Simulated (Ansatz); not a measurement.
The starting structures come from a database of crystals and need not be the phases stable at ambient conditions.

By PBEsol, the system below comes out a metal.

Without scattering a metal conducts by its projected Fermi surface.

Data:

```
CELL_PARAMETERS angstrom
      4.53347     0.00000     0.00000
      0.00000     6.41130     0.00000
      2.26674     3.20565     2.26674
ATOMIC_POSITIONS crystal
  In 0.50000 0.25000 0.00000
  In 0.50000 0.75000 0.00000
  Pt 0.00000 0.00000 0.00000
```

Space group of this cell: Fm-3m. The cell is taken as given; by PBEsol its mean pressure is -1.9 GPa.

The current flows along the normal of the first two printed cell vectors, the (110) plane of the conventional cell. No spin-orbit coupling; the value is a mean over 0.1 eV about the Fermi level.

**Question.** State the ballistic conductance per area according to Ansatz (a program for electronic structure) with PBEsol.

**Answer.** 0.76 × 10¹⁵ S/m² for both spins.
